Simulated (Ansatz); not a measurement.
Candidates (primitive cells; geometry: relaxed with this functional, without spin-orbit coupling):
A. NbC (Fm-3m), a = 3.146 Å, b = 3.146 Å, c = 3.146 Å, α = 60.00°, β = 60.00°, γ = 60.00°
B. HfC (Fm-3m), a = 3.2579 Å, b = 3.2579 Å, c = 3.2579 Å, α = 60.00°, β = 60.00°, γ = 60.00°
C. TiRu (Pm-3m), a = b = c = 3.0460 Å, α = β = γ = 90.00°
D. CoSn (P6/mmm), a = b = 5.221 Å, c = 4.164 Å, α = β = 90.00°, γ = 120.00°
E. Rh (Fm-3m), a = b = c = 2.673 Å, α = β = γ = 60.00°

### Question
Rank these by mean free path at 300 K (lowest first), as PBEsol, DFPT electron-phonon coupling, linearised Boltzmann equation run with Ansatz (a quantum-chemistry and plane-wave program) gives it.

### Answer
A (4.1 nm), E (8.3 nm), D (14.4 nm), B (24 nm), C (34 nm)

Metals; harmonic phonons alone scatter; means over directions. The mean free path is weighted by the current that each state carries. Halving the electron mesh moves these values by up to 9 %; q meshes are mostly untested. Some of the runs warned that the eigensolver left states short of its tolerance. Spin-orbit coupling is left out.

Formula and space group known from diffraction (Crystallography Open Database), not checked to be the room-temperature form: TiRu (Pm-3m). Treated as nonmagnetic (a ferromagnetic start lost its moment, other orders weren't tried): CoSn (P6/mmm). The missing spin-orbit coupling matters most for HfC (Fm-3m).
